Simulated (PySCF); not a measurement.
PySCF 2.14.0, unrestricted B3LYP/def2-svpd, df: Mn(Cl)(fmdH) ([Cl][Mn]1[NH]C=[NH]->1), charge 0, multiplicity 6, 8 atoms. The geometry is a generated start, not checked to be a minimum at this level.

- task: energy
- method: b3lyp
- basis: def2-svpd
- two-electron scheme: density fitting
- mol.max_memory: 3000 MB
- mf.max_cycle: 100
- mf.init_guess: minao (default)
- mf.DIIS: CDIIS (default)
- mf.conv_tol: 1e-09 (default)
- mf.grids.level: 3 (default)
- basis functions: 145
- grid points: 111136

```xyz
8

Mn     1.3021    -0.4130    -0.6035
Cl     2.9837    -1.0360    -1.5392
C     -0.7838     0.2680     0.3981
N     -0.2738    -0.9259     0.6244
N     -0.1396     1.0527    -0.4422
H     -1.7106     0.5950     0.8871
H     -0.8060    -1.4959     1.2684
H     -0.5721     1.9550    -0.5932
```

Charge 0 and multiplicity 6 are set for this test and not shown to be the ground state.

One run each on 2 threads, 1 BLAS thread. Values of diis_space tried: 3, 5, 8 (default), 12, 20.

Q: Which value of diis_space needs the fewest Fock builds, and what happens away from it?

A: Fewest Fock builds: 5 with 25. The count rises to 80 at 20. All converge to one solution.

```tsv
diis_space	Fock builds	end
3	31	same solution
5	25	same solution
8 (default)	39	same solution
12	56	same solution
20	80	same solution
```
